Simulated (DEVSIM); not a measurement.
Structure: abrupt InP n-p junction, at 300 K.

```csv
layer (left to right),material,thickness (μm),Nd (cm⁻³),Na (cm⁻³),τn (s),τp (s)
1,InP,27.0,6.7e15,-,1.2e-8,1.2e-8
2,InP,2.30,-,1.6e17,1.2e-8,1.2e-8
```

Left contact: ohmic. Right contact: ohmic. Voltage is applied to the left contact. Recombination: SRH at mid-gap, radiative, Auger. Mobility is μmin + (μ − μmin)/(1 + (N/Nref)^α).

Constants are typed, rounded textbook-type inputs, not results; the design itself was drawn at random and stands for no fabricated device. Values at 300 K.

```csv
parameter,InP
gap (eV),1.344
affinity (eV),4.38
permittivity,12.5
Nc (cm⁻³),5.7e17
Nv (cm⁻³),1.1e19
μn (cm²/Vs),5200
μp (cm²/Vs),170
"μn,min",400
"μp,min",10
"Nref,n",3e17
"Nref,p",4.9e17
αn,0.47
αp,0.62
B (cm³/s),1.2e-10
Cn (cm⁶/s),9e-31
Cp (cm⁶/s),9e-31
```

Simulated with DEVSIM: 1D drift-diffusion, Boltzmann statistics, complete ionisation; no tunnelling, impact ionisation, image-force lowering or self-heating.

Tabulate band edges, carrier densities and field at 2.0 V on the left contact.

Energies count from the Fermi level of the right contact; mesh points crowd at the junctions.

| x (μm) | Ec (eV) | Ev (eV) | n (cm⁻³) | p (cm⁻³) | field (V/cm) |
|---|---|---|---|---|---|
| 0.000 | -1.885 | -3.229 | 6.7e15 | < 1e2 | ≈ 0 |
| 0.03489 | -1.885 | -3.229 | 6.7e15 | < 1e2 | ≈ 0 |
| 0.1204 | -1.885 | -3.229 | 6.7e15 | < 1e2 | ≈ 0 |
| 0.3300 | -1.885 | -3.229 | 6.7e15 | < 1e2 | ≈ 0 |
| 1.130 | -1.885 | -3.229 | 6.7e15 | < 1e2 | ≈ 0 |
| 2.804 | -1.885 | -3.229 | 6.7e15 | < 1e2 | ≈ 0 |
| 6.908 | -1.885 | -3.229 | 6.7e15 | < 1e2 | ≈ 0 |
| 19.06 | -1.885 | -3.229 | 6.7e15 | < 1e2 | ≈ 0 |
| 23.77 | -1.885 | -3.229 | 6.7e15 | < 1e2 | ≈ 0 |
| 25.70 | -1.885 | -3.229 | 6.7e15 | < 1e2 | ≈ 0 |
| 26.48 | -1.525 | -2.869 | 6.0e9 | < 1e2 | 25000 |
| 26.86 | 0.112 | -1.232 | < 1e2 | 1800 | 62000 |
| 26.96 | 0.766 | -0.578 | < 1e2 | 2.2e9 | 71000 |
| 27.00 | 1.060 | -0.284 | < 1e2 | 1.9e14 | 75000 |
| 27.04 | 1.228 | -0.116 | < 1e2 | 1.2e17 | 6000 |
| 27.14 | 1.235 | -0.109 | < 1e2 | 1.6e17 | ≈ 0 |
| 27.36 | 1.235 | -0.109 | < 1e2 | 1.6e17 | ≈ 0 |
| 27.91 | 1.235 | -0.109 | < 1e2 | 1.6e17 | ≈ 0 |
| 28.87 | 1.235 | -0.109 | < 1e2 | 1.6e17 | ≈ 0 |
| 29.14 | 1.235 | -0.109 | < 1e2 | 1.6e17 | ≈ 0 |
| 29.25 | 1.235 | -0.109 | < 1e2 | 1.6e17 | ≈ 0 |
| 29.30 | 1.235 | -0.109 | < 1e2 | 1.6e17 | ≈ 0 |
